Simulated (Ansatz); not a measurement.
The parent structure is CdSe in the zinc blende structure (space group F-43m, No. 216; a = 6.133 Å).

Computed with r2SCAN (Ansatz, a program for electronic structure, PAW, spin-orbit coupling left out).

Before the change:

```
Item                             Value
---------  ---------------------------
Hole mass  0.098, 0.70, 0.70 mₑ (at Γ)
Pressure                      0.01 GPa
```

It is then changed as follows: the cell is scaled by 1.0100 in all directions, atoms relaxed at fixed cell.

**Question.** What does the calculation give for the energy relative to the base after the change?

**Answer.** The energy grows by 4.0 meV/atom.

**Question.** Predict the new hole mass.

**Answer.** The hole mass (degenerate bands, along [100]) becomes 0.095, 0.73, 0.73 mₑ (at Γ) (base: 0.098, 0.70, 0.70 mₑ (at Γ)).

**Question.** What does the calculation give for the pressure after the change?

**Answer.** The pressure falls by 1.44 GPa to -1.43 GPa.

The levels and masses belong to the bands next to the band gap. The cells carry an imposed strain or load. Effective masses come from finite differences of ±0.01 Å⁻¹. Whether these cells are dynamically stable was not tested.
